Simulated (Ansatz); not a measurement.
Base system: HfSi$_{2}$ (space group Cmcm, No. 63).

```xyz
6
Lattice="1.8251 -7.1748 0.0000 1.8251 7.1748 0.0000 0.0000 0.0000 3.6352" Properties=species:S:1:pos:R:3 pbc="T T T"
Si     1.8251    -6.3822     2.7264
Si     1.8251     6.3822     0.9088
Si     1.8251     3.5894     2.7264
Si     1.8251    -3.5894     0.9088
Hf     1.8251    -1.5030     2.7264
Hf     1.8251     1.5030     0.9088
```

Cartesian axes are those of the cell as printed.

Computed with PBEsol, PAW, 420 eV (Ansatz, a program for electronic structure; no spin-orbit coupling).

Strains are applied to the cell and any free atomic positions relax; under biaxial strain the out-of-plane vector relaxes too.

One change was made to it. Results:

The energy increases by 31 meV/atom; the pressure (mean of the normal stresses, compression positive) goes from zero to 8.2 GPa.

### Question
Name the change that was made.
A. uniaxial strain ε_zz = −4.46 %
B. strain tensor (xx, yy, zz, yz, xz, xy) = (−1.73, −2.01, −2.60, −1.90, −0.23, +0.12) %
C. biaxial strain +4.68 %, plane normal [001], relaxed out of plane
D. biaxial strain −3.18 %, plane normal [001], relaxed out of plane

### Answer
A, uniaxial strain ε_zz = −4.46 %. For comparison, the energy relative to the base in the other runs: biaxial strain +4.68 %, plane normal [001], relaxed out of plane gives +49 meV/atom; strain tensor (xx, yy, zz, yz, xz, xy) = (−1.73, −2.01, −2.60, −1.90, −0.23, +0.12) % gives +42 meV/atom; biaxial strain −3.18 %, plane normal [001], relaxed out of plane gives +27 meV/atom.

Without a gap, meshes like the base's 13×13×13 leave anisotropic stresses uncertain by several tenths of a GPa, and small strain energies with them. Whether these cells are dynamically stable was not tested. The final runs are not spin-polarised.
